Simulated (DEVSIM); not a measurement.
Structure: Co/SiO2/p-Ge capacitor, at 450 K.

| layer (left to right) | material | thickness (nm) | Na (cm⁻³) |
|---|---|---|---|
| 1 | SiO2 | 9.50 | - |
| 2 | Ge | 540 | 1.2e18 |

Metal gate on the left, work function 5 eV. Fixed charge at the semiconductor interface 0 cm⁻² (in units of +e); no interface traps.

Constants are typed, rounded textbook-type inputs, not results; the design itself was drawn at random and stands for no fabricated device. Values at 300 K; Nc and Nv go as T^1.5, mobilities as T to minus their exponent, the gap by Varshni's rule with the affinity fixed.

| parameter | SiO2 | Ge |
|---|---|---|
| gap (eV) | 9 | 0.664 |
| affinity (eV) | 0.9 | 4 |
| permittivity | 3.9 | 16 |
| Nc (cm⁻³) | - | 1.04e19 |
| Nv (cm⁻³) | - | 6e18 |
| Varshni α (eV/K) | - | 0.000477 |
| Varshni β (K) | - | 235 |

Model (solved in DEVSIM): 1D Poisson equation in equilibrium, Boltzmann statistics, complete ionisation; no quantum confinement or tunnelling. Metal contacts follow the ideal Schottky-Mott rule: no Fermi-level pinning, no interface dipoles.

### Question
Tabulate band edges, carrier densities and field at 1.4 V on the gate.

### Answer
Energies count from the Fermi level of the right contact; mesh points crowd at the junctions.

```tsv
x (μm)	Ec (eV)	Ev (eV)	n (cm⁻³)	p (cm⁻³)	field (V/cm)
0.000	2.700	-6.300	< 1e2	< 1e2	780000
0.0009649	2.776	-6.224	< 1e2	< 1e2	780000
0.002530	2.898	-6.102	< 1e2	< 1e2	780000
0.004908	3.085	-5.915	< 1e2	< 1e2	780000
0.007800	3.311	-5.689	< 1e2	< 1e2	780000
0.009047	3.409	-5.591	< 1e2	< 1e2	780000
0.009861	0.351	-0.252	2.2e15	1.7e16	190000
0.01188	0.386	-0.217	9.0e14	4.1e16	160000
0.01507	0.431	-0.173	2.9e14	1.3e17	120000
0.02113	0.482	-0.121	7.5e13	4.9e17	57000
0.03264	0.513	-0.091	3.5e13	1.1e18	8500
0.06485	0.517	-0.086	3.1e13	1.2e18	22
0.1157	0.517	-0.086	3.1e13	1.2e18	≈ 0
0.2121	0.517	-0.086	3.1e13	1.2e18	≈ 0
0.3979	0.517	-0.086	3.1e13	1.2e18	≈ 0
0.4702	0.517	-0.086	3.1e13	1.2e18	≈ 0
0.5083	0.517	-0.086	3.1e13	1.2e18	≈ 0
0.5284	0.517	-0.086	3.1e13	1.2e18	≈ 0
0.5411	0.517	-0.086	3.1e13	1.2e18	≈ 0
0.5456	0.517	-0.086	3.1e13	1.2e18	≈ 0
0.5480	0.517	-0.086	3.1e13	1.2e18	≈ 0
0.5495	0.517	-0.086	3.1e13	1.2e18	≈ 0
```
